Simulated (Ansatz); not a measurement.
The parent structure is TiO2 in the rutile structure (space group P4_2/mnm, No. 136; a = 4.548 Å, c = 2.917 Å). Axes: x, y, z lie along a, b, c of the conventional cell.

Level of theory: LDA (Ansatz, a first-principles code), scalar-relativistic without spin-orbit coupling.

Strains are applied to the cell and any free atomic positions relax; under biaxial strain the out-of-plane vector relaxes too.

One change was made to it. Results:

The pressure (mean of the normal stresses, compression positive) goes from zero to 1.64 GPa; the valence-band top at Γ (three highest levels, from the VBM) goes from 0.00, -0.47, -0.47 eV to 0.00, -0.48, -0.48 eV; the electron mass goes from 0.52 mₑ along c, 1.1 mₑ across (at Γ) to 0.52 mₑ out of plane, 1.1 mₑ in plane (at Γ).

Task: Which of these changes matches the shifts?
(A) biaxial strain −0.60 %, plane normal [001], relaxed out of plane
(B) biaxial strain −1.80 %, plane normal [001], relaxed out of plane
(C) biaxial strain −2.40 %, plane normal [001], relaxed out of plane
(D) biaxial strain −1.20 %, plane normal [001], relaxed out of plane

Result: A, biaxial strain −0.60 %, plane normal [001], relaxed out of plane. For comparison, the pressure in the other runs: biaxial strain −1.20 %, plane normal [001], relaxed out of plane gives 3.34 GPa; biaxial strain −2.40 %, plane normal [001], relaxed out of plane gives 6.90 GPa; biaxial strain −1.80 %, plane normal [001], relaxed out of plane gives 5.09 GPa.

The levels and masses belong to the bands next to the band gap. Effective masses come from finite differences of ±0.01 Å⁻¹. Whether these cells are dynamically stable was not tested. The final runs are not spin-polarised.
